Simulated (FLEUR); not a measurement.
FLEUR is run on NdRh₃C (Pm-3m, 5 atoms in the cell), and the run fails. The aim is a self-consistent single point with DFT, LDA (Perdew-Zunger), all-electron FLAPW (FLEUR), scalar-relativistic valence.

Cell that was meant: a = 4.2069 Å, b = 4.2069 Å, c = 4.2069 Å, α = 90.00°, β = 90.00°, γ = 90.00°.

Part of the input:

```xml
   </comment>
   <calculationSetup>
      <cutoffs Kmax="4.5" Gmax="18.0" GmaxXC="18.0" numbands="0"/>
      <scfLoop itmax="100" minDistance="0.00001" maxIterBroyd="15" imix="Broyden2" alpha="0.05" precondParam="0.0" spinf="2.0"/>
      <coreElectrons ctail="T" frcor="F" kcrel="0" coretail_lmax="0"/>
      <xcFunctional name="pz" relativisticCorrections="F"/>
      <magnetism jspins="2"/>
```

Output, abridged:

```
      Welcome to FLEUR        (www.flapw.de)
      MaX-Release 8.1          (www.max-centre.eu)

 ========== k-point set info ==========
 Selected k-point list: default-1
 k-point list type: mesh
 3 x 3 x 3
 Number of k points: 4

 ------------Calculation Setup---------------------------
           1           2           4
 Number of basis functions:          814
**************FLEUR-Error*****************
Error message: Broyden 1/2 method not implemented
Error from PE:0/1
 Last known location:
```

Q: From the messages shown, name the fault and mend the input.

A: The fault is an option that the input accepts and this version does not implement. The name passes the check of the input, and the program stops when it reaches the missing routine. To fix it, choose another option. The program stopped with an error.

The sound input it was made from differs as follows (other fixes are possible):
```diff
-      <scfLoop itmax="100" minDistance="0.00001" maxIterBroyd="15" imix="Broyden2" alpha="0.05" precondParam="0.0" spinf="2.0"/>
+      <scfLoop itmax="100" minDistance="0.00001" maxIterBroyd="15" imix="Anderson" alpha="0.05" precondParam="0.0" spinf="2.0"/>
```

With that input, the run converged in 68 iterations: free energy E − TS -653159.4729 eV; Fermi level (on the code's own zero) 14.05 eV; size of the cell's spin moment 2.88 μB; site moments (μB, in the program's spheres or projections) Nd 3.04, Rh -0.08, Rh -0.08, Rh -0.08, C 0.01 (DFT, LDA (Perdew-Zunger), all-electron FLAPW (FLEUR), scalar-relativistic valence).

On the sound input: the starting cell comes from a database of computed structures (which also holds hypothetical and non-ambient phases and stackings), without a prior relaxation at this level. With one magnetic atom in the cell only a parallel order is possible. With U or open f shells several self-consistent states can exist. The f electrons are in the valence without U or exact exchange, which can misplace them near the Fermi level. Spin-orbit terms, which matter for f shells, are left out. Values depend on the basis (sphere radii, cutoffs, local orbitals), which need not be converged.
